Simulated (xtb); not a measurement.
xtb 6.7.1, GFN2-xTB: Fc1cc(F)c(F)c(-c2ccc3c(c2)oc2cc(-c4scc5c4OCCO5)ccc23)c1F, 44 atoms. The geometry is a generated start, not checked to be a minimum at this level.

| Quantity | Result |
|---|---|
| run flags | --grad |
| method | GFN2-xTB |
| --acc | 1 (default) |
| --etemp (K) | 300 (default) |
| basis functions | 146 |
| valence electrons | 160 |

One run each on 1 thread. Values of broydamp tried: 0.02, 0.05, 0.1, 0.2, 0.4 (default), 0.6, 0.8, 1.

Problem. Predict the course of the SCC iterations along this series.

Solution. Fewest SCC iterations, within one of each other: 0.2 with 13, 0.4 (default) with 12, 0.6 with 12, 0.8 with 13. The count rises to 20 at 0.02. All converge to one solution.

| broydamp | SCC iterations | end |
|---|---|---|
| 0.02 | 20 | same solution |
| 0.05 | 16 | same solution |
| 0.1 | 15 | same solution |
| 0.2 | 13 | same solution |
| 0.4 (default) | 12 | same solution |
| 0.6 | 12 | same solution |
| 0.8 | 13 | same solution |
| 1 | 14 | same solution |
